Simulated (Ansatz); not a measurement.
```xyz
23
Lattice="3.0971 0.0000 -0.0152 0.0000 3.0971 -0.0001 -1.4207 1.5497 26.0903" Properties=species:S:1:pos:R:3 pbc="T T T"
C      0.5524     1.8181     2.2682
C      0.5740     1.8182     6.6423
C      2.1118     3.3667     4.4450
C      0.5955     1.8183    11.0162
C      2.1334     3.3669     8.8242
Si     0.5578     3.3667     3.3578
Si     2.0956     1.8182     1.1713
Si     0.5794     3.3668     7.7368
Si     2.1172     1.8182     5.5401
Si     0.6014     3.3669    12.1056
Si     2.1388     1.8183     9.9191
N     -0.9282     3.3671    16.5245
N      0.6103     1.8185    14.4902
N     -0.9079     3.3672    20.7392
N      0.6305     1.8186    18.6356
N     -0.8874     3.3675    24.8845
N      0.6508     1.8188    22.8502
Ti     0.6202     1.8185    16.5140
Ti    -0.9383     3.3669    14.4195
Ti     0.6405     1.8187    20.7265
Ti    -0.9181     3.3672    18.6482
Ti     0.6615     1.8189    24.9553
Ti    -0.8978     3.3673    22.8608
```

The first 11 atoms are the substrate (SiC-3C), the rest the film (TiN-rs).

Calculation: PBE (plane waves to 420 eV, PAW; Ansatz, a first-principles code). Spin–orbit coupling is left out; the runs are not spin-polarised; PBE gaps are too small against experiment. Its k-point mesh 10×10×1, Fermi–Dirac width 0.05 eV.

Problem. Describe the bonding at the interfaces and give the barriers.

Solution. A periodic stack without vacuum, rock-salt TiN (0 0 1) on 3C silicon carbide (0 0 1) (film strained to the substrate, started from cuts of the bulks and a machine-learned relaxation; slabs C5Si6 and N6Ti6, which can lie off the formulas): substrate slab C5Si6, film N6Ti6, surface cells [[1, 0], [1, 1]] and [[1, 0], [1, 1]], film strained by +3.1 and +3.1 %, outermost planes Si/Si and NTi/NTi as cut, which need not be the usual terminations and can put a slab off its formula.
```
Quantity                                                                                   Result
--------------------------------------------------------------------------------  ---------------
interface area                                                                             9.6 Å²
period                                                                                    26.08 Å
heights between the nearest atoms of the two slabs at the two interfaces          2.31 and 2.31 Å
Si–Ti contacts across the interfaces within 1.22 times the sum of covalent radii   4, mean 2.78 Å
hole barrier (PBE)                                                                        1.06 eV
electron barrier (PBE)                                                                    0.32 eV
```
